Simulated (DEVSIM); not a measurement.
Device: abrupt GaAs p-n junction, at 300 K.

```tsv
layer (left to right)	material	thickness (μm)	Nd (cm⁻³)	Na (cm⁻³)	τn (s)	τp (s)
1	GaAs	0.110	-	9.9e15	8.9e-8	8.9e-8
2	GaAs	33.0	1.8e17	-	8.9e-8	8.9e-8
```

Left contact: ohmic. Right contact: ohmic. Voltage is applied to the left contact. Recombination: SRH at mid-gap, radiative, Auger. Mobility is μmin + (μ − μmin)/(1 + (N/Nref)^α).

This is a model device: material constants are rounded textbook-type values typed into the input, and sizes, dopings and lifetimes were drawn at random. Values at 300 K.

| parameter | GaAs |
|---|---|
| gap (eV) | 1.424 |
| affinity (eV) | 4.07 |
| permittivity | 12.9 |
| Nc (cm⁻³) | 4.7e17 |
| Nv (cm⁻³) | 9e18 |
| μn (cm²/Vs) | 8500 |
| μp (cm²/Vs) | 400 |
| μn,min | 500 |
| μp,min | 20 |
| Nref,n | 6e16 |
| Nref,p | 1.5e17 |
| αn | 0.39 |
| αp | 0.38 |
| B (cm³/s) | 2e-10 |
| Cn (cm⁶/s) | 1e-30 |
| Cp (cm⁶/s) | 1e-30 |

Simulated with DEVSIM: 1D drift-diffusion, Boltzmann statistics, complete ionisation; no tunnelling, impact ionisation, image-force lowering or self-heating.

The thickness of layer 1 was swept, all else fixed.

```csv
thickness of layer 1 (μm),dark forward voltage at 1 A/cm² (V),largest field in the device at zero bias (V/cm),dark forward voltage at 100 A/cm² (V)
0.022,0.794,200000,0.924
0.038,0.801,170000,0.933
0.066,0.813,130000,0.945
0.11,0.829,99000,0.965
0.19,(withheld),(withheld),(withheld)
0.33,0.896,57000,1.028
0.55,0.921,56000,1.047
```

Complete the blanks.


- 0.19, dark forward voltage at 1 A/cm² (V): 0.856
- 0.19, largest field in the device at zero bias (V/cm): 71000
- 0.19, dark forward voltage at 100 A/cm² (V): 0.995
